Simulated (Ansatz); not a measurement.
The starting structures come from a database of crystals and need not be the phases stable at ambient conditions.

 Where the default PAW files enter, the runs use the earlier of Ansatz's two default sets.

```xyz
9
Lattice="6.3116 0.0000 0.0000 0.0000 8.9260 0.0000 3.1558 4.4630 3.1558" Properties=species:S:1:pos:R:3 pbc="T T T"
Cs     3.1558     6.6945     0.0000
Cs     3.1558     2.2315     0.0000
Ge     0.0000     0.0000     0.0000
F      0.0000     1.8139     0.0000
F      0.0000     7.1120     0.0000
F      1.8732     4.4630     1.8732
F      1.2826     8.9260     1.2826
F      4.4385     4.4630     1.8732
F      5.0290     8.9260     1.2826
```

Space group of this cell: Fm-3m. The cell is taken as given; by PBEsol its mean pressure is 0.5 GPa.

Transport runs along the normal of the first two printed cell vectors, the (110) plane of the conventional cell.

No gap correction and no spin-orbit coupling; mid-gap values are interpolated between computed energies.

Q: Estimate the band gap and the smallest decay constant κ at mid-gap that Ansatz (a quantum-chemistry and plane-wave program) with PBEsol returns for this system.

A: Gap 6.40 eV on a 10×10×10 mesh; κ = 0.501 1/Å, at the zone centre.
